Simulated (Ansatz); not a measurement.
Response to strain in In2Ge2O7

The reference is In₂Ge₂O₇ (space group C2/m, No. 12).

```
In2Ge2O7
1.0
    3.32724    -4.43386     0.00000
    3.32724     4.43386     0.00000
   -1.03884     0.00000     4.85041
In Ge O
2 2 7
Direct
  0.30704   0.69296   0.00000
  0.69296   0.30704   0.00000
  0.76313   0.76313   0.59426
  0.23687   0.23687   0.40574
  0.40728   0.07383   0.21185
  0.59272   0.92617   0.78815
  0.92617   0.59272   0.78815
  0.07383   0.40728   0.21185
  0.00000   0.00000   0.50000
  0.41309   0.41309   0.72662
  0.58691   0.58691   0.27338
```

Cartesian axes are those of the cell as printed.

Strains are applied to the cell and any free atomic positions relax; under biaxial strain the out-of-plane vector relaxes too.

All numbers come from plane-wave PAW DFT at the PBEsol level (Ansatz, a program for electronic structure, 420 eV), without spin-orbit coupling.

Notes on the quantities. pressure: mean of the normal stresses, compression positive.

```csv
variant,band gap,pressure,volume per atom
base,1.99 eV,0.00 GPa,13.01 Å³
"biaxial strain +1.01 %, plane normal [001], relaxed out of plane",1.90 eV,-1.19 GPa,13.13 Å³
"biaxial strain +2.42 %, plane normal [001], relaxed out of plane",1.77 eV,…,…
uniaxial strain ε_zz = +2.73 %,1.77 eV,-3.72 GPa,13.37 Å³
```

### Question
Some entries are withheld; estimate them.

### Answer

- biaxial strain +2.42 %, plane normal [001], relaxed out of plane, pressure: -2.75 GPa
- biaxial strain +2.42 %, plane normal [001], relaxed out of plane, volume per atom: 13.29 Å³

No phonon test of stability was made.
